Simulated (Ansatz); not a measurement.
Consider Ta in the bcc (W type) structure (space group Im-3m, No. 229; a = 3.320 Å; relaxed with 0.1 eV smearing).

Method: PBE (Ansatz, a first-principles code), no spin-orbit coupling.

For the base:

Pressure: 0.0 GPa

The change: the cell is scaled by 1.0300 in all directions; the atoms relax in the strained cell.

### Question
What does the calculation give for the energy relative to the base after the change?

### Answer
The energy grows by 83 meV/atom.

### Question
Estimate the effect on the pressure.

### Answer
The pressure goes from zero to -14.6 GPa.

No phonon test of stability was made. The final runs are not spin-polarised.
